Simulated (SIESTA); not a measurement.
Converging the cutoff of the real-space grid: GaSb (R3m, 2 atoms in the cell)

```
GaSb
1.0
    0.00000     3.06525     3.06525
    3.06525     0.00000     3.06525
    3.06525     3.06525     0.00000
Ga Sb
1 1
Direct
  0.00471   0.00471   0.00471
  0.25000   0.25000   0.25000
```

Computed with GGA PBEsol, numerical atomic orbitals DZP, PseudoDojo PBEsol standard norm-conserving potentials (rewritten from UPF to PSML) (SIESTA).

Base settings: XC.functional = GGA; XC.authors = PBEsol; potentials = PseudoDojo PBEsol standard; PAO.BasisSize = DZP; PAO.EnergyShift = 0.01 Ry; MeshCutoff = 400 Ry; kgrid.MonkhorstPack = 3 3 3; OccupationFunction = FD; ElectronicTemperature = 232.09 K; MaxSCFIterations = 150.

The second cell is the first with its lattice scaled by 0.98.

The mesh stays at the base's, so the ladder's end is converged at best in this setting alone.

Only quantities that move along the ladder and can be compared are tabulated.

Core times come from one kind of shared machine, to one figure; runs under 30 s give none.

The starting cell has typed, rounded lattice constants, without a prior relaxation at this level. Its lattice was rescaled by up to half a per cent. One atom was moved a little off its site on purpose. Values carry the incompleteness of an atom-centred basis. The run gives no clean gap (levels at the Fermi energy touch, overlap or are partly filled at this smearing), which alone does not show that the compound is a metal. Without a gap this mesh is coarse (it stands for a supercell whose shortest vector is 13 Å).

```tsv
MeshCutoff	free energy less the last step's (meV/atom)	energy of the compressed cell less the first (meV/atom)	pressure (GPa)	core time / last (rough)
180 Ry (199 Ry used)	-60.66	42.50	3.21	–
220 Ry (226 Ry used)	-42.59	40.78	3.04	–
280 Ry (286 Ry used)	-22.10	38.75	2.85	–
320 Ry (353 Ry used)	-12.14	37.79	2.74	–
480 Ry (508 Ry used)	-4.07	37.01	2.67	–
540 Ry (552 Ry used)	-3.16	36.94	2.68	0.4
600 Ry (643 Ry used)	-1.90	36.81	2.63	0.4
700 Ry (794 Ry used)	-0.83	36.68	2.63	0.5
800 Ry (904 Ry used)	-0.43	36.29	2.64	0.7
960 Ry (1144 Ry used)	0.00	36.60	2.63	1
```

Coarsest MeshCutoff that holds the pressure within 0.1 GPa of the last step, with all finer ones: 480 Ry (508 Ry used); the step before is off by 0.12 GPa.

Coarsest MeshCutoff that holds the energy of the compressed cell less the first within 1 meV/atom of the last step, with all finer ones: 480 Ry (508 Ry used); the step before is off by 1.2 meV/atom.

Coarsest MeshCutoff that holds the free energy within 5 meV/atom of the last step, with all finer ones: 480 Ry (508 Ry used); the step before is off by 12 meV/atom.

The energy difference between the two cells stays within 1 meV/atom of the last step's from 480 Ry on, the total only from 700 Ry on: much of the error is common to both cells and cancels.

Left out of this page: 6 runs of the series outside the window shown, repeating another row's setting, or not comparable.
